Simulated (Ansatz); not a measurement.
PbI2 (P6₃mc, No. 186), treated with PBEsol (Ansatz, a program for electronic structure, PAW).

Settings: plane-wave cutoff 520 eV, 12×12×4 k mesh (along the axes of the cell as run), Fermi–Dirac smearing 0.01 eV, scalar-relativistic PAW data made under PBE.

Cell (relaxed at this level):

```cif
data_I4Pb2
_chemical_formula_sum 'Pb2 I4'
_space_group_name_H-M_alt 'P 1'
_space_group_IT_number 1
_cell_length_a 4.54019
_cell_length_b 4.54019
_cell_length_c 14.19710
_cell_angle_alpha 90.000
_cell_angle_beta 90.000
_cell_angle_gamma 120.000
loop_
_space_group_symop_operation_xyz
  'x, y, z'
loop_
_atom_site_label
_atom_site_type_symbol
_atom_site_fract_x
_atom_site_fract_y
_atom_site_fract_z
_atom_site_occupancy
Pb1 Pb 0.33333 0.66667 0.00001 1
Pb2 Pb 0.66667 0.33333 0.50001 1
I1 I 0.33333 0.66667 0.36878 1
I2 I 0.66667 0.33333 0.86878 1
I3 I 0.00000 0.00000 0.63121 1
I4 I 0.00000 0.00000 0.13121 1
```

### Question
Predict the band gap.

### Answer

band gap: 2.17 eV (on the SCF k mesh)

Note: the cell comes from a level without a dispersion term, which matters for the spacing of layers, chains or molecules.

Spin–orbit coupling is not included; with these elements it can move the gap by several tenths of an eV or more.

The result took very roughly 10 core-minutes.
